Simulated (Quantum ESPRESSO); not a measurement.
## Parameter sweep on Mg16Al12W (R3m, 29 atoms in the cell)

```
Mg16Al12W
1.0
    7.18994     4.15111     3.10623
   -7.18994     4.15111     3.10623
    0.00000    -8.30222     3.10623
Mg Al W
16 12 1
Direct
  0.99399   0.99399   0.99399
  0.00672   0.00672   0.64917
  0.64917   0.00672   0.00672
  0.00672   0.64917   0.00672
  0.58428   0.58428   0.30300
  0.30300   0.58428   0.58428
  0.58428   0.30300   0.58428
  0.31843   0.31843   0.71222
  0.71222   0.31843   0.31843
  0.31843   0.71222   0.31843
  0.40447   0.68075   0.00321
  0.00321   0.40447   0.68075
  0.68075   0.00321   0.40447
  0.00321   0.68075   0.40447
  0.68075   0.40447   0.00321
  0.40447   0.00321   0.68075
  0.64878   0.64878   0.83826
  0.83826   0.64878   0.64878
  0.64878   0.83826   0.64878
  0.81261   0.81261   0.19455
  0.19455   0.81261   0.81261
  0.81261   0.19455   0.81261
  0.18432   0.36451   0.00194
  0.00194   0.18432   0.36451
  0.36451   0.00194   0.18432
  0.00194   0.36451   0.18432
  0.36451   0.18432   0.00194
  0.18432   0.00194   0.36451
  0.28869   0.28869   0.28869
```

Base run A: Quantum ESPRESSO with PBEsol, SSSP 1.1.2 efficiency (PBE) pseudopotentials, self-consistent single point.

Its settings: ecutwfc = 40 Ry; ecutrho = 320 Ry; occupations = smearing; smearing = gauss; degauss = 0.0147 Ry; input_dft = pbesol; K_POINTS = automatic 3 3 3 0 0 0; conv_thr = 1e-10 Ry.

The starting cell comes from a database of computed structures (which also holds hypothetical and non-ambient phases and stackings), without a prior relaxation at this level. Spin polarisation is off.

ΔF is the free energy per atom less that of run A. 

| run | degauss, smearing | ΔF (meV/atom) | pressure (GPa) | largest force (eV/Å) | TS (meV/atom) |
|---|---|---|---|---|---|
| A | 0.0147 Ry, gauss | 0.00 | 0.20 | 0.084 | 8.4 |
| B | 0.02205 Ry, gauss | -5.2 | 0.23 | 0.091 | 18.7 |
| C | 0.0036749 Ry, fd | 2.5 | 0.18 | 0.080 | 3.5 |
| D | 0.0147 Ry, fd | -23.2 | 0.35 | 0.102 | 54.8 |
| E | 0.0073499 Ry, mp | 4.3 | 0.16 | 0.085 | 0.1 |
| F | 0.02205 Ry, mp | 4.1 | 0.17 | 0.082 | 0.2 |
| G | 0.0073499 Ry, cold | 4.0 | 0.16 | 0.077 | 0.3 |

Run B against A: The free energy goes down by 5.2 meV/atom, the pressure hardly changes (0.20 to 0.23 GPa) and the largest force goes from 0.084 to 0.091 eV/Å.

Run G against A: The free energy goes up by 4.0 meV/atom, the pressure moves little (0.20 to 0.16 GPa) and the largest force goes from 0.084 to 0.077 eV/Å.

Run C against A: The free energy goes up by 2.5 meV/atom, the pressure hardly changes (0.20 to 0.18 GPa) and the largest force hardly changes (0.084 to 0.080 eV/Å).
